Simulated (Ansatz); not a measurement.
Results of LDA (Ansatz, a quantum-chemistry and plane-wave program, PAW) for WB (Cmcm, No. 63; structure not from a measured cell).

Run with plane-wave cutoff 520 eV, 20×20×20 k mesh, Fermi–Dirac smearing 0.069 eV (set by the program), no spin polarisation, scalar-relativistic PAW data made under PBE.

Computed at the level's own relaxed cell.

```
WB
1.0
    1.56723    -4.20376     0.00000
    1.56723     4.20376     0.00000
    0.00000     0.00000     3.06170
B W
2 2
Cartesian
  1.56723  -0.51176   2.29627
  1.56723   0.51176   0.76542
  1.56723  -2.98608   2.29627
  1.56723   2.98608   0.76542
```

Q: Give the elastic tensor (Voigt notation, GPa, ions relaxed, in the Cartesian axes of the cell as printed).

A: 
```
  587.7   281.1   238.7     0.0     0.0     0.0
  281.1   574.0   273.1     0.0     0.0     0.0
  238.7   273.1   606.9     0.0     0.0     0.0
    0.0     0.0     0.0   226.8     0.0     0.0
    0.0     0.0     0.0     0.0   271.1     0.0
    0.0     0.0     0.0     0.0     0.0   248.1
```

Note: the relaxation could not lower the start's symmetry, so the cell can be a saddle point above a distorted one.

Spin–orbit coupling is not included.

Static lattice: no zero-point or thermal effects.
